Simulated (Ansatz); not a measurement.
What pressure 15 GPa does to SiC

The parent structure is SiC in the wurtzite structure (space group P6_3mc, No. 186; a = 3.056 Å, c = 5.016 Å).

Modification: a hydrostatic pressure of 15 GPa.

All numbers come from Kohn–Sham DFT with the LDA functional, run in Ansatz (a first-principles code) with PAW and 420 eV plane waves, no spin-orbit coupling. Γ-centred 12×12×7 mesh, Fermi–Dirac width 0.05 eV.

```tsv
quantity	base	changed	shift
density	3.28 g/cm³	3.48 g/cm³	+0.20 g/cm³
c/a ratio	1.641	1.640	-0.001
shortest interatomic distance	1.871 Å	1.836 Å	-0.0357 Å
enthalpy H = E + PV relative to the base's energy	–	+0.92 eV/atom	–
band gap	2.13 eV	2.03 eV	-0.105 eV
gap character	indirect, Γ → K	indirect, Γ → K	–
mean gap deformation potential ΔEg/Δln V	–	+1.8 eV	–
electron mass	0.26 mₑ along c, 0.43 mₑ across (at K)	0.25 mₑ along c, 0.42 mₑ across (at K)	–
valence-band top at Γ (three highest levels, from the VBM)	0.00, 0.00, -0.11 eV	0.00, 0.00, -0.11 eV	–
valley order (the lowest conduction-band minima on the path, energy above the VBM, named in the base's zone)	–	K (1/3, 1/3, 0) 2.03 eV; M (1/2, 0, 0) 2.82 eV	–
```

Final structure:

```yaml
crystal:
  lattice:
    - [2.99813, 0.00000, 0.00000]
    - [-1.49907, 2.59646, 0.00000]
    - [0.00000, 0.00000, 4.91788]
  atoms:
    - { symbol: Si, position: [0.33333, 0.66667, 0.99962] }
    - { symbol: Si, position: [0.66667, 0.33333, 0.49962] }
    - { symbol: C, position: [0.33333, 0.66667, 0.37538] }
    - { symbol: C, position: [0.66667, 0.33333, 0.87538] }
```

Cost of the whole job for the changed cell (relaxation, final SCF and bands): about 12 core-seconds (a rough figure).

Load acts through the strain it causes; cell and atoms are relaxed under it. Effective masses come from finite differences of ±0.01 Å⁻¹. No phonon test of stability was made. No other phases were tried under pressure.
